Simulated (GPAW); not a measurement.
**Several settings converged on NbRu (P4mm, 2 atoms in the cell)**

```yaml
crystal:
  lattice:
    - [3.06874, 0.00000, 0.00000]
    - [0.00000, 3.06874, 0.00000]
    - [0.00000, 0.00000, 3.44215]
  atoms:
    - { symbol: Nb, position: [0.00000, 0.00000, 0.01453] }
    - { symbol: Ru, position: [0.50000, 0.50000, 0.50000] }
```

Base method: LDA (Perdew-Wang 92), GPAW PAW datasets LDA (gpaw-data 1.0.1) (plane waves; GPAW 25.7.0).

Base settings: mode = pw; ecut = 600 eV; xc = LDA; kpts = 5 5 5; mesh shift (steps) = 0 0 0; occupations.name = fermi-dirac; occupations.width = 0.1 eV; nbands = -8; symmetry.symmorphic = false; symmetry.tolerance = 0.0005.

The count of work is k-points × plane waves × bands × iterations; it is no time. 

**The k-point mesh at a smearing width of 0.02 eV**

In this ladder: occupations.width = 0.02 eV.

Only quantities that move along the ladder and can be compared are tabulated.

| kpts | free energy less the last step's (meV/atom) | pressure (GPa) | largest difference of a force vector from the last step's (eV/Å) | count of work / last |
|---|---|---|---|---|
| 4 4 4 | -24.40 | -16.48 | 0.317 | 0.026 |
| 5 5 4 | -20.18 | -16.33 | 0.148 | 0.027 |
| 6 6 5 | 27.10 | -15.79 | 0.110 | 0.043 |
| 7 7 6 | -8.08 | -16.10 | 0.062 | 0.060 |
| 8 8 7 | -4.05 | -16.34 | 0.033 | 0.091 |
| 10 10 9 | -5.71 | -16.25 | 0.032 | 0.15 |
| 12 12 11 | 0.06 | -16.11 | 0.016 | 0.24 |
| 17 17 15 | 0.64 | -16.04 | 0.010 | 0.48 |
| 21 21 19 | 0.00 | -16.09 | 0.000 | 1.0 |

Coarsest kpts that holds the pressure within 0.1 GPa of the last step, with all finer ones: 12 12 11, at 0.24 of the last step's count of work; the step before is off by 0.17 GPa.

Coarsest kpts that holds the free energy within 5 meV/atom of the last step, with all finer ones: 12 12 11, at 0.24 of the last step's count of work; the step before is off by 5.7 meV/atom.

**The width of Fermi-Dirac smearing**

In this ladder: kpts = 8 8 8.

Narrow widths need finer meshes than wide ones, so the last steps can hold mesh noise.

Only quantities that move along the ladder and can be compared are tabulated; pressure and forces are left out, as mesh noise rules them at narrow widths.

| occupations.width | free energy less the last step's (meV/atom) | energy extrapolated to zero width less the last step's (meV/atom) |
|---|---|---|
| 1 eV | -1715.60 | -7.60 |
| 0.5 eV | -422.94 | -5.83 |
| 0.3 eV | -154.82 | -9.89 |
| 0.2 eV | -69.88 | -6.02 |
| 0.1 eV | -15.49 | -1.81 |
| 0.05 eV | 0.00 | 0.00 |

Widest occupations.width that holds the free energy within 5 meV/atom: not settled: the last two steps still differ by 15 meV/atom, over half the tolerance, so the ladder does not show it.

Widest occupations.width that holds the energy extrapolated to zero width within 2 meV/atom: not settled: the last two steps still differ by 1.8 meV/atom, over half the tolerance, so the ladder does not show it.

The extrapolation to zero width removes most of the smearing's effect on the energy.

**The width of cold smearing**

In this ladder: kpts = 8 8 8; occupations.name = marzari-vanderbilt.

Narrow widths need finer meshes than wide ones, so the last steps can hold mesh noise.

Only quantities that move along the ladder and can be compared are tabulated; pressure and forces are left out, as mesh noise rules them at narrow widths.

```tsv
occupations.width	free energy less the last step's (meV/atom)
1 eV	-40.44
0.5 eV	-18.37
0.3 eV	-7.78
0.2 eV	-4.22
0.1 eV	-1.08
0.05 eV	0.00
```

Widest occupations.width that holds the free energy within 5 meV/atom of the last step, with all finer ones: 0.2 eV; the step before is off by 7.8 meV/atom.

On the base run: the starting cell comes from a database of computed structures (which also holds hypothetical and non-ambient phases and stackings), without a prior relaxation at this level. Its lattice was rescaled by up to half a per cent. One atom was moved a little off its site on purpose. Spin polarisation is off. In the base run, with a pressure of about -16 GPa the cell is away from its equilibrium volume at this level. Without a gap this mesh is coarse (it stands for a supercell whose shortest vector is 15 Å).

Left out of this page: 4 runs of the series outside the window shown, repeating another row's setting, or not comparable.
